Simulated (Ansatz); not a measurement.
**Carrier properties of MgS (Fm-3m)**

Input:

```
CELL_PARAMETERS angstrom
      0.00000     2.59095     2.59095
      2.59095     0.00000     2.59095
      2.59095     2.59095     0.00000
ATOMIC_POSITIONS crystal
  Mg 0.00000 0.00000 0.00000
  S  0.50000 0.50000 0.50000
```

These are HSE06 with spin-orbit coupling, rigid bands (plane waves, PAW; Ansatz, a quantum-chemistry and plane-wave program) values and carry that method's errors. How the cell was made: cell and atoms relaxed with PBEsol.

```json
{
 "band_gap": "3.80 eV",
 "electron conductivity mass (300 K, dilute)": "0.35 mₑ",
 "hole conductivity mass (300 K, dilute)": "1.13 mₑ",
 "effective density of states N_c (300 K)": "1.6e19 cm⁻³",
 "effective density of states N_v (300 K)": "8.3e19 cm⁻³",
 "density_of_states_mass_electrons": "0.75 mₑ",
 "density_of_states_mass_holes": "2.2 mₑ",
 "Seebeck coefficient, n-type 1e19 cm⁻³, 300 K": "-258 μV/K",
 "best n-type power factor at 300 K for τ = 10 fs (best axis; densities from 1e16 to 1e21 cm⁻³ tried, whether or not they can be reached)": "7.2 μW/(cm·K²) at 3e19 cm⁻³",
 "Seebeck coefficient, p-type 1e19 cm⁻³, 300 K": "423 μV/K"
}
```

Rigid bands; masses and Seebeck coefficients take one relaxation time τ for all states and one kind of carrier; polarons and phonon drag are left out. Geometry: cell and atoms relaxed with PBEsol.
